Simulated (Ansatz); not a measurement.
Consider Pb in the fcc (Cu type) structure (space group Fm-3m, No. 225; a = 4.931 Å).

Structures relaxed with PBEsol (Ansatz, an electronic-structure program, PAW, no SOC).

Base:

Simulated powder pattern, Co Kα, λ = 1.79026 Å (kinematic, ideal powder, no thermal factors, no anomalous dispersion; the 8 strongest lines at most, above 2 %, up to 2θ = 90°):

```json
[
 {"2θ (°)": "36.65", "I/Imax (%)": "100", "hkl": "(111)"},
 {"2θ (°)": "42.57", "I/Imax (%)": "50", "hkl": "(200)"},
 {"2θ (°)": "61.78", "I/Imax (%)": "36", "hkl": "(220)"},
 {"2θ (°)": "74.03", "I/Imax (%)": "44", "hkl": "(311)"},
 {"2θ (°)": "77.93", "I/Imax (%)": "13", "hkl": "(222)"}
]
```

It is then changed as follows: Pt takes the place of Pb on all its sites; the structure is relaxed again.

After the change:

Simulated powder pattern, Co Kα, λ = 1.79026 Å (kinematic, ideal powder, no thermal factors, no anomalous dispersion; the 8 strongest lines at most, above 2 %, up to 2θ = 90°):

```
2θ (°)  I/Imax (%)    hkl
------  ----------  -----
46.62          100  (111)
54.37           49  (200)
80.50           34  (220)
```

The indices refer to each structure's own conventional cell; one index is shown for lines that coincide.

No phonon test of stability was made. All final runs are without spin polarisation.
